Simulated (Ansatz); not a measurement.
A hypothetical phase is included: elements placed on a structure type, which no database files for this compound.

# Evanescent states of GaN (P4_2/mnm, 8 atoms a cell, 12.1 Å³ an atom, -3 GPa at this level) along the normal of (001)

Calculation: r2SCAN (plane waves, PAW; Ansatz, an electronic-structure program).

The gap is the functional's own. No spin-orbit coupling. Mid-gap values are those at the computed energy nearest the middle.

Energies count from the valence-band top; κ is the least over a 6×6 mesh across the current.

```json
[
 {"E (eV)": "0.06", "κ (1/Å)": "0.089", "where": "Γ"},
 {"E (eV)": "0.18", "κ (1/Å)": "0.110", "where": "Γ"},
 {"E (eV)": "0.30", "κ (1/Å)": "0.126", "where": "Γ"},
 {"E (eV)": "0.42", "κ (1/Å)": "0.138", "where": "Γ"},
 {"E (eV)": "0.54", "κ (1/Å)": "___", "where": "Γ"},
 {"E (eV)": "0.66", "κ (1/Å)": "___", "where": "Γ"},
 {"E (eV)": "0.78", "κ (1/Å)": "___", "where": "Γ"},
 {"E (eV)": "0.90", "κ (1/Å)": "___", "where": "Γ"},
 {"E (eV)": "1.02", "κ (1/Å)": "___", "where": "Γ"},
 {"E (eV)": "1.14", "κ (1/Å)": "___", "where": "Γ"},
 {"E (eV)": "1.26", "κ (1/Å)": "___", "where": "Γ"},
 {"E (eV)": "1.38", "κ (1/Å)": "___", "where": "Γ"},
 {"E (eV)": "1.50", "κ (1/Å)": "___", "where": "Γ"},
 {"E (eV)": "1.62", "κ (1/Å)": "___", "where": "Γ"},
 {"E (eV)": "1.74", "κ (1/Å)": "___", "where": "Γ"},
 {"E (eV)": "1.86", "κ (1/Å)": "0.123", "where": "Γ"},
 {"E (eV)": "1.98", "κ (1/Å)": "0.106", "where": "Γ"},
 {"E (eV)": "2.10", "κ (1/Å)": "0.081", "where": "Γ"},
 {"E (eV)": "2.22", "κ (1/Å)": "0.036", "where": "Γ"}
]
```

**Question.** Some entries are withheld; supply them.

**Answer.** 
- 0.54, κ (1/Å): 0.147
- 0.66, κ (1/Å): 0.154
- 0.78, κ (1/Å): 0.159
- 0.90, κ (1/Å): 0.163
- 1.02, κ (1/Å): 0.164
- 1.14, κ (1/Å): 0.164
- 1.26, κ (1/Å): 0.163
- 1.38, κ (1/Å): 0.159
- 1.50, κ (1/Å): 0.154
- 1.62, κ (1/Å): 0.147
- 1.74, κ (1/Å): 0.137
